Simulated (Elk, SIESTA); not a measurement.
An Elk input for a self-consistent single point of In2Au3 (P-3m1, 5 atoms in the cell) (DFT, LDA (PW92), all-electron FP-LAPW, Elk's shipped species files, APW+lo basis with extra local orbitals):

```
tasks
  0

rgkmax
  7.5

gmaxvr
  16.0

nxlo
  2

lorbcnd
  .true.

rmtscf
  0.9

lmaxi
  3

stype
  0

swidth
  0.00499791

maxscl
  100

avec
    8.6436222753    0.0000000317    0.0000000000
   -4.3218111651    7.4855964553    0.0000000000
    0.0000000000    0.0000000000   10.7501568148

sppath
  'species/'

atoms
  2
  'In.in'
  2
  0.6666666667  0.3333333333  0.3216700000    0.0 0.0 0.0
  0.3333333333  0.6666666667  0.6783300000    0.0 0.0 0.0
  'Au.in'
  3
  0.6666666667  0.3333333333  0.8065400000    0.0 0.0 0.0
  0.3333333333  0.6666666667  0.1934600000    0.0 0.0 0.0
  0.0000000000  0.0000000000  0.0000000000    0.0 0.0 0.0

ngridk
  7 7 5
```

Give the SIESTA input for the same structure, mesh, smearing and functional.

This is the input that was run; spellings and numerical settings could be chosen otherwise.

```
# files in the folder: In.psml Au.psml (PseudoDojo LDA standard)
SystemName  In2Au3
SystemLabel siesta

NumberOfAtoms                5
NumberOfSpecies              2
%block ChemicalSpeciesLabel
  1 49 In
  2 79 Au
%endblock ChemicalSpeciesLabel
LatticeConstant              1.0 Bohr
%block LatticeVectors
     8.643622412    0.000000000    0.000000000
    -4.321811206    7.485596353    0.000000000
     0.000000000    0.000000000   10.750156815
%endblock LatticeVectors
AtomicCoordinatesFormat      Ang
%block AtomicCoordinatesAndAtomicSpecies
     2.287006287    1.320401013    1.829896352  1
    -0.000002287    2.640805987    3.858841648  1
     2.287006287    1.320401013    4.588194747  2
    -0.000002287    2.640805987    1.100543253  2
     0.000000000    0.000000000    0.000000000  2
%endblock AtomicCoordinatesAndAtomicSpecies

XC.functional                LDA
XC.authors                   PW92
PAO.BasisSize                DZP
PAO.EnergyShift              0.01 Ry
MeshCutoff                   400 Ry
%block kgrid.MonkhorstPack
    7   0   0  0.0
    0   7   0  0.0
    0   0   5  0.0
%endblock kgrid.MonkhorstPack
OccupationFunction           MP
OccupationMPOrder            0
ElectronicTemperature        0.136 eV

MaxSCFIterations             150
SCF.Mixer.Method             Pulay
SCF.Mixer.Weight             0.1
SCF.Mixer.History            6
SCF.DM.Tolerance             1.0E-05
Diag.ParallelOverK           true
WriteForces                  true
```

Basis, cutoffs, solver keys and any potentials are the target program's own. This input uses DFT, LDA PW92, numerical atomic orbitals DZP, PseudoDojo LDA standard norm-conserving potentials (rewritten from UPF to PSML). LDA parametrisations can differ slightly between programs.

The starting cell comes from a database of computed structures (which also holds hypothetical and non-ambient phases and stackings), without a prior relaxation at this level. Its lattice was rescaled by a random factor within 2.5 % of one.
